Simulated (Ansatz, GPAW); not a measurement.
A GPAW input for a self-consistent single point of WSi2 (I4/mmm, 3 atoms in the cell) (DFT LDA (Perdew-Wang 92), plane waves, GPAW PAW datasets LDA (gpaw-data 1.0.1)):

```python
from ase import Atoms
from ase.units import GPa
from gpaw import GPAW, PW, FermiDirac

atoms = Atoms(['Si', 'Si', 'W'],
              cell=[[-1.610778, 1.610778, 3.929094],
                    [1.610778, -1.610778, 3.929094],
                    [1.610778, 1.610778, -3.929094]],
              positions=[[-0.000000, 0.000000, 5.225695],
                         [-0.000000, 0.000000, 2.632493],
                         [0.000000, 0.000000, 0.000000]],
              pbc=True)

calc = GPAW(mode=PW(550),
            xc='LDA',
            kpts={'size': (10, 10, 10), 'gamma': True},
            occupations=FermiDirac(0.136),
            nbands=-11,
            convergence={'density': 1e-05},
            symmetry={'symmorphic': False, 'tolerance': 0.0005},
            maxiter=100)

atoms.calc = calc

energy = atoms.get_potential_energy()
print('Energy (eV):', round(energy, 6))
forces = atoms.get_forces()
print('Forces (eV/Ang):')
print(forces.round(5))
stress = atoms.get_stress()
print('Stress (GPa, Voigt):', (stress / GPa).round(4))
```

Write the same calculation as an input for Ansatz (a program for electronic structure).

This is the input that was run; spellings and numerical settings could be chosen otherwise.

Ansatz 0.2 input:
```yaml
crystal:
  lattice:
    - [-1.61077800, 1.61077800, 3.92909400]
    - [1.61077800, -1.61077800, 3.92909400]
    - [1.61077800, 1.61077800, -3.92909400]
  atoms:
    - { symbol: Si, position_ang: [-0.00000000, 0.00000000, 5.22569502] }
    - { symbol: Si, position_ang: [-0.00000000, 0.00000000, 2.63249298] }
    - { symbol: W, position_ang: [0.00000000, 0.00000000, 0.00000000] }
kpoints:
  mp_grid: { grid: [10, 10, 10] }
hamiltonian:
  xc: lda
  pseudopotentials: { kind: paw }
scf:
  occupations: { method: fermi_dirac, width: 0.136 }
output:
  forces: true
  eigenvalues: true
  stress: true
```

Basis, cutoffs, solver keys and any potentials are the target program's own. This input uses DFT, LDA (PW92), plane waves, default PAW files made with PBE. LDA parametrisations can differ slightly between programs.

The starting cell has typed, rounded lattice constants, without a prior relaxation at this level. Its lattice was rescaled by a random factor within 2.5 % of one.
